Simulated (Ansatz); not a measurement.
Start from K in the bcc (W type) structure (space group Im-3m, No. 229; a = 5.2124 Å).

The other end (x = 1) is Cs in the bcc (W type) structure (space group Im-3m, No. 229): 108.14 Å³/atom, gap zero.

Method: PBEsol (Ansatz, a program for electronic structure, PAW, no spin-orbit coupling), earlier PAW set.

Cs replaces a fraction x of K; each row is one arrangement (x, atoms in the cell, starting space group or random), fully relaxed.

One change was made to it. Results:

The deviation of the volume from the linear (Vegard-type) interpolation comes out as -0.6 %; the band gap stays zero.

Q: Which of these changes matches the shifts?
A) x(Cs) = 0.75, 4 atoms, P2/m
B) x(Cs) = 0.25, 4 atoms, P4/mmm
C) x(Cs) = 0.5, 4 atoms, Fd-3m

A: A, x(Cs) = 0.75, 4 atoms, P2/m. For comparison, the deviation of the volume from the linear in the other runs: x(Cs) = 0.5, 4 atoms, Fd-3m gives -3.1 %; x(Cs) = 0.25, 4 atoms, P4/mmm gives -0.1 %.

These are small ordered cells, not random alloys; other orderings at the same x differ. Stability against distortions was not tested. The final runs are not spin-polarised.
